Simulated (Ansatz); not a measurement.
**A self-consistent single point of GeTe₅Pb₄ (R-3m, 10 atoms in the cell) with Ansatz (an electronic-structure program)**

Method of the run: PBEsol, default PAW files made with PBE (plane waves; Ansatz).

This input was run:

Ansatz 0.2 input:
```yaml
crystal:
  lattice:
    - [2.290270, 1.322288, 18.532207]
    - [-2.290270, 1.322288, 18.532207]
    - [0.000000, -2.644576, 18.532207]
  atoms:
    - { symbol: Ge, position: [0.000000, 0.000000, 0.000000] }
    - { symbol: Te, position: [0.694817, 0.694817, 0.694817] }
    - { symbol: Te, position: [0.305183, 0.305183, 0.305183] }
    - { symbol: Te, position: [0.500000, 0.500000, 0.500000] }
    - { symbol: Te, position: [0.097740, 0.097740, 0.097740] }
    - { symbol: Te, position: [0.902260, 0.902260, 0.902260] }
    - { symbol: Pb, position: [0.603543, 0.603543, 0.603543] }
    - { symbol: Pb, position: [0.396457, 0.396457, 0.396457] }
    - { symbol: Pb, position: [0.201090, 0.201090, 0.201090] }
    - { symbol: Pb, position: [0.798910, 0.798910, 0.798910] }
basis:
  ecutwfc: 420.0 eV
kpoints:
  mp_grid: { grid: [3, 3, 3] }
hamiltonian:
  xc: pbesol
  pseudopotentials: { kind: paw }
scf:
  occupations: { method: fixed }
output:
  forces: true
  eigenvalues: true
  stress: true
```

Output (repeated stretches shortened):

```
WARN ansatz: RAYON_NUM_THREADS=1 ignored (pool sized by the plan → 1); use --threads N
basis.fft_grid_basis auto: the FFT boxes are laid along the combinations [[1, 0, -1], [0, 1, -1], [0, 0, 1]] of the cell's own vectors, 4.581, 4.581 and 18.720 …
Pseudopotentials: kind: paw
Pseudopotential: Ge, paw, valence charge 14
Pseudopotential: Te, paw, valence charge 16
Pseudopotential: Pb, paw, valence charge 14
Crystal: 10 atoms, lattice volume = 336.737 Å³
Basis set: ecut = 420 eV, 6619 PW (Γ), FFT grids on a1−a3, a2−a3, a3, exchange–correlation on 64×64×256 points (8 copies of the dense FFT grid, shifted against one another)
Bands: 90, of which v1, the nominal top of the filled ones, is band 75 counted from 1 (74 counted from 0)
Symmetry: 12 space group operations
Space group: R-3m (ITA 166), of the structure as read, at distance tolerance 7.0e-5 Å
k-points: 6 of 27
PAW frozen core: Ge, regenerated for the run's functional, and the local potential with it
PAW frozen core: Te, regenerated for the run's functional, and the local potential with it
PAW frozen core: Pb, regenerated for the run's functional, and the local potential with it
Initial density: superposition of atomic densities (neutral atoms: chi_scale 0, normalization atom), corrected by the library's trained network
Initial wavefunctions: pseudopotential atomic-orbital guess
Eigensolver: davidson
Functional: x = pbesol(κ = 0.804, μ = 0.12345679012345678), c = pbesol(β = 0.046)
SCF iter   1: F=—  HF=-85783.610085 eV  |F-HF|=—  |Δ(HF+E_count)|=         —  Δρ=1.99e-3  dr2=5.71e-2  ethr=1.77e-3  ⟨swp⟩=5.2  Hψ=1703  notcnv=0  defer=73
all-band conjugate gradients solve this SCF's bands
preconditioner: auto → Resta (q_TF=auto, 2.384 Å⁻¹)
SCF iter   2: F=—  HF=-85783.598985 eV  |F-HF|=—  |Δ(HF+E_count)|=   1.11e-2  Δρ=1.32e-3  dr2=9.30e-2  ethr=3.81e-5  ⟨swp⟩=2.8  Hψ=834  notcnv=0  defer=77
SCF iter   3: F=—  HF=-85783.593738 eV  |F-HF|=—  |Δ(HF+E_count)|=   5.25e-3  Δρ=7.87e-4  dr2=1.82e-2  ethr=3.81e-5  ⟨swp⟩=2.5  Hψ=574  notcnv=0  defer=77
SCF iter   4: F=—  HF=-85783.592617 eV  |F-HF|=—  |Δ(HF+E_count)|=   1.12e-3  Δρ=3.22e-4  dr2=1.74e-3  ethr=1.21e-5  ⟨swp⟩=1.7  Hψ=501  notcnv=0  defer=77
SCF iter   5: F=—  HF=-85783.592603 eV  |F-HF|=—  |Δ(HF+E_count)|=   1.42e-5  Δρ=1.04e-4  dr2=8.01e-5  ethr=1.16e-6  ⟨swp⟩=1.7  Hψ=519  notcnv=0  defer=74
SCF iter   6: F=—  HF=-85783.592680 eV  |F-HF|=—  |Δ(HF+E_count)|=   7.65e-5  Δρ=2.77e-5  dr2=1.48e-5  ethr=5.34e-8  ⟨swp⟩=2.0  Hψ=768  notcnv=0  defer=52
SCF iter   7: F=—  HF=-85783.592678 eV  |F-HF|=—  |Δ(HF+E_count)|=   1.16e-6  Δρ=1.09e-5  dr2=4.92e-7  ethr=9.85e-9  ⟨swp⟩=2.0  Hψ=558  notcnv=0  defer=52
SCF iter   8: F=—  HF=-85783.592679 eV  |F-HF|=—  |Δ(HF+E_count)|=   4.83e-7  Δρ=4.85e-6  dr2=1.05e-7  ethr=6.67e-11  ⟨swp⟩=14.5  Hψ=3387  notcnv=0
SCF iter   9: F=-85783.592679 eV  HF=-85783.592679 eV  |F-HF|=4.21e-9  |Δ(HF+E_count)|=   1.80e-8  Δρ=1.51e-6  dr2=8.67e-9  ethr=6.67e-11  ⟨swp⟩=4.5  Hψ=1877  notcnv=0
SCF 1 converged in 9 iterations: F = -85783.592679 eV  dr2 = 8.67e-9
SCF converged after 9 iterations
Free energy (F): -85783.592679 eV
Harris-Foulkes:  -85783.592679 eV  (|F-HF|=4.21e-9)
Internal energy: -85783.592679 eV  (E = F + TS)
E sigma→0 (E₀):  -85783.592679 eV
Fermi energy:    7.986693 eV
--- Per-component energies (eV) ---
  E_band       = -1751.642838
  E_kinetic    = 2158.496026
  E_local      = -13702.881666  (includes V_loc(G=0)·N_el)
  E_nonlocal   = 283.694986
  E_hartree    = 7079.238866
  E_xc         = -1565.871091
  E_vxc        = -1113.170989  (∫ρ·V_xc dr)
  E_paw        = -65914.203909  (= ΣΔE_a)
  E_vpaw       = -3536.259592  (= ΣTr[D̂ρ^β])
  E_aug_tail   = -0.000406  (compensation charges beyond the density's cutoff)
  E_ewald      = -14125.105963
  E_core_change = 3.040479  (= ΣΔE_core)
  E_smearing   = -0.000000  (= −TS)
  E_closure    = 0.000000  (closes the sum)
  Σ components = -85783.592679   (vs F -85783.592679, Δ=0.00e0)
--- Forces (eV/Å), atoms counted from 1 ---
  atom   1  Ge    -0.00000000     0.00000000     0.00000000
  atom   2  Te     0.00000000     0.00000000    -0.01366048
  atom   3  Te     0.00000000    -0.00000000     0.01366048
  atom   4  Te     0.00000000    -0.00000000     0.00000000
  atom   5  Te     0.00000000    -0.00000000     0.00420903
  atom   6  Te    -0.00000000     0.00000000    -0.00420903
  atom   7  Pb    -0.00000000    -0.00000000    -0.00346319
  atom   8  Pb     0.00000000     0.00000000     0.00346319
  atom   9  Pb     0.00000000    -0.00000000     0.00670247
  atom  10  Pb     0.00000000     0.00000000    -0.00670247
  max |Σ_I F_I| component: 1.73e-18 eV/Å
--- Stress (GPa, compression-positive) ---
       -2.295766       0.000000      -0.000000
        0.000000      -2.295766       0.000000
       -0.000000       0.000000      -2.349018
  P = ⅓ Tr σ = -2.3135 GPa (-23.135 kbar)
  The stress holds the Pulay correction. Without it, at fixed plane waves, as pw.x and ABINIT print it: P = -2.3350 GPa
--- Band table (eV; the first three rows and the last of 6) ---
  k-point 0: bands = ["-28.1332", "-28.1332", "-28.1329", "-28.1329", "-28.1232", "-28.1232", "-28.1217", "-28.1217", "-28.1167", "-28.1166", "-27.9999", "-27.9999", "-27.9989", "-27.9989", "-27.9989", "-27.9989", "-27.9988", "-27.9975", "-27.9975", [...]
  k-point 1: bands = ["-28.1332", "-28.1329", "-28.1327", "-28.1325", "-28.1234", "-28.1232", "-28.1221", "-28.1216", "-28.1164", "-28.1163", "-28.0001", "-28.0000", "-27.9991", "-27.9991", "-27.9989", "-27.9989", "-27.9985", "-27.9973", "-27.9973", [...]
  k-point 2: bands = ["-28.1332", "-28.1329", "-28.1327", "-28.1325", "-28.1234", "-28.1232", "-28.1221", "-28.1216", "-28.1164", "-28.1163", "-28.0001", "-28.0000", "-27.9991", "-27.9991", "-27.9989", "-27.9989", "-27.9985", "-27.9973", "-27.9973", [...]
  k-point 5: bands = ["-28.1332", "-28.1329", "-28.1327", "-28.1325", "-28.1234", "-28.1232", "-28.1221", "-28.1216", "-28.1164", "-28.1163", "-28.0001", "-28.0000", "-27.9991", "-27.9991", "-27.9989", "-27.9989", "-27.9985", "-27.9973", "-27.9973", [...]
```

The run converged in 9 iterations.

The starting cell comes from a database of computed structures (which also holds hypothetical and non-ambient phases and stackings), without a prior relaxation at this level. Spin-orbit coupling is off. Ansatz's pressure includes its estimate of the finite-basis (Pulay) stress.
